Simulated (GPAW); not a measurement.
GPAW is run on Cs₂KScF₆ (Fm-3m, 10 atoms in the cell), and the run fails. The aim is a self-consistent single point with DFT LDA (Perdew-Wang 92), plane waves, GPAW PAW datasets LDA (gpaw-data 1.0.1).

Cell that was meant: a = 6.5974 Å, b = 6.5974 Å, c = 6.5974 Å, α = 60.00°, β = 60.00°, γ = 60.00°.

Part of the input:

```python
            nbands=-6,
            convergence={'bands': -4},
            symmetry={'symmorphic': False, 'tolerance': 0.0005},
            maxiter=5)

atoms.calc = calc
```

Log, with long lists cut:

```
     iter     time        total  log10-change:
                         energy   eigst   dens
iter:   1 --:--:--   -60.124563   +0.19
iter:   2 --:--:--   -59.269417   -0.65  -1.21
iter:   3 --:--:--   -56.770404   -0.27  -1.26
iter:   4 --:--:--   -56.567760   -0.32  -1.44
iter:   5 --:--:--   -58.203568   -0.14  -1.55

Did not converge!

Here are some tips:

1) Make sure the geometry and spin-state is physically sound.
2) Use less aggressive density mixing.
3) Solve the eigenvalue problem more accurately at each scf-step.
4) Use a smoother distribution function for the occupation numbers.
5) Try adding more empty states.
6) Use enough k-points.
7) Don't let your structure optimization algorithm take too large steps.
8) Solve the Poisson equation more accurately.
9) Better initial guess for the wave functions.

See details here:

    https://gpaw.readthedocs.io/documentation/convergence.html
Traceback (most recent call last):
   [... frames left out ...]
gpaw.KohnShamConvergenceError: Did not converge!  See text output for help.
```

Q: What is wrong, and how is it fixed?

A: The fault is an iteration limit that is too low. The loop is cut before its threshold is met, so whatever is printed at the end is not self-consistent. To fix it, raise the limit, or leave it to the default. The run ended unconverged after 5 iterations.

An input that runs soundly differs in these lines (not the only fix; some lines may just follow from the change or write a value another way):
```diff
-            maxiter=5)
+            maxiter=100)
```

With that input, the run converged in 30 iterations: free energy E − TS (from the program's reference atoms) -56.3815 eV; top of the valence band (on the code's own zero) -0.08 eV; gap on the k-point mesh 6.46 eV; largest force (vector length) 0.411 eV/Å (DFT LDA (Perdew-Wang 92), plane waves, GPAW PAW datasets LDA (gpaw-data 1.0.1)).

On the sound input: the starting cell comes from a database of computed structures (which also holds hypothetical and non-ambient phases and stackings), without a prior relaxation at this level.
